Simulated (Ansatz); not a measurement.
# A computed series for GaAs: response to strain

Start from GaAs in the zinc blende structure (space group F-43m, No. 216).

```yaml
crystal:
  lattice:
    - [0.00000, 2.80140, 2.80140]
    - [2.80140, 0.00000, 2.80140]
    - [2.80140, 2.80140, 0.00000]
  atoms:
    - { symbol: Ga, position: [0.00000, 0.00000, 0.00000] }
    - { symbol: As, position: [0.25000, 0.25000, 0.25000] }
```

Cartesian axes are those of the cell as printed.

Strains are applied to the cell and any free atomic positions relax.

The values are results of LDA (Ansatz, a first-principles code, PAW, no SOC), not measurements.

Notes on the quantities. energy relative to the base: free energy F.

```json
[
 {"variant": "base", "band gap": "0.49 eV", "shortest interatomic distance": "2.426 Å", "energy relative to the base": "0 meV/atom"},
 {"variant": "tensor shear ε_xy = +2.00 %", "band gap": "0.29 eV", "shortest interatomic distance": "2.412 Å", "energy relative to the base": "+6.4 meV/atom"},
 {"variant": "tensor shear ε_xy = +0.86 %", "band gap": "…", "shortest interatomic distance": "…", "energy relative to the base": "…"},
 {"variant": "tensor shear ε_xy = +1.71 %", "band gap": "0.33 eV", "shortest interatomic distance": "2.414 Å", "energy relative to the base": "+4.7 meV/atom"},
 {"variant": "tensor shear ε_xy = +1.14 %", "band gap": "0.39 eV", "shortest interatomic distance": "2.418 Å", "energy relative to the base": "+2.1 meV/atom"},
 {"variant": "tensor shear ε_xy = +1.43 %", "band gap": "0.36 eV", "shortest interatomic distance": "2.416 Å", "energy relative to the base": "+3.3 meV/atom"}
]
```

Task: What belongs in the blanks?

Result: 
- tensor shear ε_xy = +0.86 %, band gap: 0.41 eV
- tensor shear ε_xy = +0.86 %, shortest interatomic distance: 2.420 Å
- tensor shear ε_xy = +0.86 %, energy relative to the base: +1.2 meV/atom

Whether these cells are dynamically stable was not tested. A zero or small gap of GaAs under tensor shear ε_xy = +2.00 % can be the functional's error rather than a property of the material.
